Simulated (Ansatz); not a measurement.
What Ca → K does to Ca

The parent structure is Ca in the fcc (Cu type) structure (space group Fm-3m, No. 225; a = 5.569 Å).

The change: K takes the place of Ca on all its sites; the structure is relaxed again.

Method: Kohn–Sham DFT with the r2SCAN functional, run in Ansatz (a quantum-chemistry and plane-wave program) with PAW and 500 eV plane waves, no spin-orbit coupling, earlier PAW set. k-mesh 12×12×12 (Γ-centred); smearing 0.05 eV (Fermi–Dirac), for the changed cell.

```tsv
quantity	base	changed	shift
volume per atom	43.17 Å³	76.67 Å³	+33.50 Å³
density	1.54 g/cm³	0.85 g/cm³	-0.69 g/cm³
lattice parameter a	5.569 Å	6.744 Å	+1.175 Å
space group	Fm-3m (No. 225)	Fm-3m (No. 225)	–
band gap	zero	zero	–
```

Stability against distortions was not tested. For K in this form, whether it has been made was not checked. This is not the structure that K has at room temperature and ambient pressure.
